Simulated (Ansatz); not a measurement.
# Effect of x(Cu) = 0.333, 3 atoms, P-3m1 on Au

The reference is Au in the fcc (Cu type) structure (space group Fm-3m, No. 225; a = 4.1572 Å).

The other end (x = 1) is Cu in the fcc (Cu type) structure (space group Fm-3m, No. 225): 11.96 Å³/atom, gap zero.

Perturbation: Cu replaces 33.3 % of the Au, ordered in a cell of 3 atoms (starting symmetry P-3m1) and fully relaxed.

Level of theory: plane-wave PAW DFT at the PBE level (Ansatz, a first-principles code, 420 eV), no spin-orbit coupling. Settings: 18×18×7 k-points, 0.05 eV Fermi–Dirac smearing, for the changed cell.

```json
[
 {"quantity": "volume per atom", "base": "17.96 Å³", "changed": "16.23 Å³", "shift": "-1.73 Å³"},
 {"quantity": "density", "base": "18.21 g/cm³", "changed": "15.60 g/cm³", "shift": "-2.61 g/cm³"},
 {"quantity": "shortest interatomic distance", "base": "2.940 Å", "changed": "2.693 Å", "shift": "-0.247 Å"},
 {"quantity": "band gap", "base": "zero", "changed": "zero", "shift": "–"},
 {"quantity": "mixing energy (to 0.01 eV only: unlike meshes or grids)", "base": "–", "changed": "-0.01 eV/atom", "shift": "–"},
 {"quantity": "deviation of the volume from the linear (Vegard-type) interpolation", "base": "–", "changed": "+1.7 %", "shift": "–"}
]
```

Cost of the whole job for the changed cell (relaxation, final SCF and bands): very roughly 3.0 core-minutes.

These are small ordered cells, not random alloys; other orderings at the same x differ. Whether these cells are dynamically stable was not tested. All final runs are without spin polarisation.
